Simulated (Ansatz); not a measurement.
## In2O3 (space group P-3m1, No. 164; a hypothetical phase, not in the database extracts checked)

```cif
data_In2O3
_chemical_formula_sum 'In2 O3'
_space_group_name_H-M_alt 'P-3m1'
_space_group_IT_number 164
_space_group_name_Hall '-P 3 2"'
_cell_length_a 3.41911
_cell_length_b 3.41911
_cell_length_c 6.09373
_cell_angle_alpha 90.000
_cell_angle_beta 90.000
_cell_angle_gamma 120.000
loop_
_atom_site_label
_atom_site_type_symbol
_atom_site_symmetry_multiplicity
_atom_site_Wyckoff_symbol
_atom_site_fract_x
_atom_site_fract_y
_atom_site_fract_z
_atom_site_occupancy
In1 In 2 d 0.66667 0.33333 0.23623 1
O1 O 2 d 0.33333 0.66667 0.34661 1
O2 O 1 a 0.00000 0.00000 0.00000 1
```

All numbers come from Kohn–Sham DFT with the PBEsol functional, run in Ansatz (a first-principles code) with PAW and 420 eV plane waves, spin-orbit coupling left out. Settings: 11×11×6 k-points, 0.05 eV Fermi–Dirac smearing.

| Quantity | Value |
|---|---|
| Volume per atom | 12.34 Å³ |
| Density | 7.47 g/cm³ |
| Band gap | 0.70 eV, indirect, L → Γ |
| Electron mass | 0.093 mₑ along c, 0.15 mₑ across |
| Lowest conduction-band minima above the VBM | Γ 0.70 eV |
| Total energy | -2546.626 eV/atom (σ→0; compares only within this code and set-up) |

Effective masses come from finite differences of ±0.01 Å⁻¹. Stability against distortions was not tested. The base started in P3m1 and relaxed to P-3m1 at this level.
